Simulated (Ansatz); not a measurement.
Ta₃Os (Fm-3m), PBEsol, DFPT electron-phonon coupling, linearised Boltzmann equation in Ansatz (a first-principles code): phonon-limited resistivity 6.59 μΩ·cm at 300 K, 9.01 μΩ·cm at 400 K, current-weighted mean free path 17.4 nm, Drude plasma energy 6.13 eV.

Problem. What is the classical skin depth at 100 GHz (nonmagnetic, μ₀ = 1.257×10⁻⁶ H/m)?

Solution. δ = √(ρ/(π f μ₀)) = 409 nm.

Problem. What Drude relaxation time do resistivity and plasma energy imply?

Solution. ω_p = 9.31e15 s⁻¹, so τ = 1/(ε₀ ω_p² ρ) = 19.8 fs, a damping ħ/τ of 33.3 meV.

Problem. What temperature coefficient of resistance follows, and how does it compare with 1/T?

Solution. (ρ₄₀₀ − ρ₃₀₀)/(100 K × ρ₃₀₀) = 3.67×10⁻³ K⁻¹, against 1/T = 3.33×10⁻³ K⁻¹ for a resistivity proportional to T. It lies higher because phonons are still being populated at 300 K; impurities would add a constant and lower it.

A metal at this level (no band gap). Only scattering by harmonic phonons is included (no impurities, grain boundaries, electron-electron scattering or thermal expansion). Spin-orbit coupling is left out, which matters with elements this heavy. Halving the electron mesh (24x24x24) moves the resistivity by up to 3 % at 300 K, the mean free path by up to 1 %. Smearing 0.20 eV; phonons on a 4x4x4 q mesh, which this run doesn't test.

Computed structure with no diffraction record at hand here (it may be known, metastable or hypothetical): Ta3Os (Fm-3m).
